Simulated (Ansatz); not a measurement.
**Si under load (space group P6_3/mmc): band-edge transport data**

Data:

```
Si
1.0
    3.80828     0.00000     0.00000
   -1.90414     3.29807     0.00000
    0.00000     0.00000     6.33388
Si
4
Direct
  0.33333   0.66667   0.06342
  0.66667   0.33333   0.93658
  0.66667   0.33333   0.56342
  0.33333   0.66667   0.43658
```

All values below come from PBEsol with spin-orbit coupling, rigid bands (plane waves, PAW; Ansatz, a first-principles code). Condition of this run: biaxial stress xx = yy = 1 GPa (compression positive) (the target of the relaxation). How the cell was made: cell and atoms relaxed with PBEsol, then loaded as said.

* **band gap**: 0.28 eV
* **electron conductivity mass (300 K, dilute)**: 0.198 (x), 0.198 (y), 1.15 (z) mₑ
* **hole conductivity mass (300 K, dilute)**: 0.39 (x), 0.39 (y), 0.60 (z) mₑ
* **effective density of states N_c (300 K)**: 2.9e19 cm⁻³
* **effective density of states N_v (300 K)**: 8.5e18 cm⁻³
* **density-of-states mass, electrons**: 1.10 mₑ
* **density-of-states mass, holes**: 0.49 mₑ
* **Seebeck coefficient, n-type 1e19 cm⁻³, 300 K**: -305 μV/K
* **Seebeck coefficient, p-type 1e19 cm⁻³, 300 K**: 243 μV/K
* **best p-type power factor at 300 K for τ = 10 fs (best axis; densities from 1e16 to 1e21 cm⁻³ tried, whether or not they can be reached)**: 5.9 μW/(cm·K²) at 1e20 cm⁻³

Rigid bands; masses and Seebeck coefficients take one relaxation time τ for all states and one kind of carrier; polarons and phonon drag are left out.
